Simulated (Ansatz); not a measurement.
GaCuSe2: Cu vacancy

The parent structure is a 16-atom supercell of GaCuSe₂ in the chalcopyrite structure (space group I-42d, No. 122; a = 5.672 Å, c = 11.263 Å) at its relaxed geometry.

Modification: one Cu atom is removed, atoms relaxed at fixed cell, starting from a slightly rattled geometry.

The values are results of Kohn–Sham DFT with the PBE functional, run in Ansatz (an electronic-structure program) with PAW and 420 eV plane waves, spin-orbit coupling left out, not measurements. k-mesh 3×4×4 (Γ-centred); smearing 0.05 eV (Fermi–Dirac).

| quantity | base | changed | shift |
|---|---|---|---|
| pressure | 0.0 GPa | -1.5 GPa | -1.5 GPa |
| largest displacement of a host atom from its site in the perfect cell | – | 0.11 Å | – |
| mean distance from the defect site to its nearest host atoms | 243 pm | 235 pm | -8 pm |

The cell is small, so the values are those of an ordered compound at a high defect concentration; dilute-limit values will differ. A case with no gap was solved on a k-mesh chosen for an insulator, which is coarse for it. The final runs are not spin-polarised. The defect cell is not spin-polarised.
